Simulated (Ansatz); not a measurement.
**A computed series for Be: response to strain**

The reference is Be in the hcp (Mg type) structure (space group P6_3/mmc, No. 194; a = 2.263 Å, c = 3.566 Å; relaxed with 0.1 eV smearing). Axes: x lies along a and z along c of the hexagonal cell.

Strains are applied to the cell and any free atomic positions relax; under biaxial strain the out-of-plane vector relaxes too.

The values are results of PBE (Ansatz, a first-principles code), no spin-orbit coupling, not measurements.

Notes on the quantities. in-plane stress: mean in-plane stress (compression positive).

| case | shortest interatomic distance | out-of-plane strain | in-plane stress |
|---|---|---|---|
| base | 2.211 Å | – | – |
| biaxial strain −2.50 %, plane normal [001], relaxed out of plane | 2.193 Å | +0.10 % | +9.7 GPa |
| biaxial strain −2.00 %, plane normal [001], relaxed out of plane | 2.196 Å | +0.08 % | +7.5 GPa |
| biaxial strain −1.50 %, plane normal [001], relaxed out of plane | 2.200 Å | +0.07 % | +5.5 GPa |
| biaxial strain −0.50 %, plane normal [001], relaxed out of plane | 2.207 Å | ? | +1.7 GPa |
| biaxial strain +0.50 %, plane normal [001], relaxed out of plane | 2.214 Å | ? | -1.7 GPa |
| biaxial strain +1.00 %, plane normal [001], relaxed out of plane | 2.217 Å | -0.07 % | -3.3 GPa |
| biaxial strain +1.50 %, plane normal [001], relaxed out of plane | 2.221 Å | -0.11 % | -4.8 GPa |
| biaxial strain +2.00 %, plane normal [001], relaxed out of plane | 2.224 Å | -0.15 % | -6.2 GPa |
| biaxial strain +2.50 %, plane normal [001], relaxed out of plane | 2.227 Å | -0.20 % | -7.6 GPa |

Question: Fill in the withheld entries from the trend.

Answer: 
- biaxial strain −0.50 %, plane normal [001], relaxed out of plane, out-of-plane strain: +0.03 %
- biaxial strain +0.50 %, plane normal [001], relaxed out of plane, out-of-plane strain: -0.03 %

Whether these cells are dynamically stable was not tested.
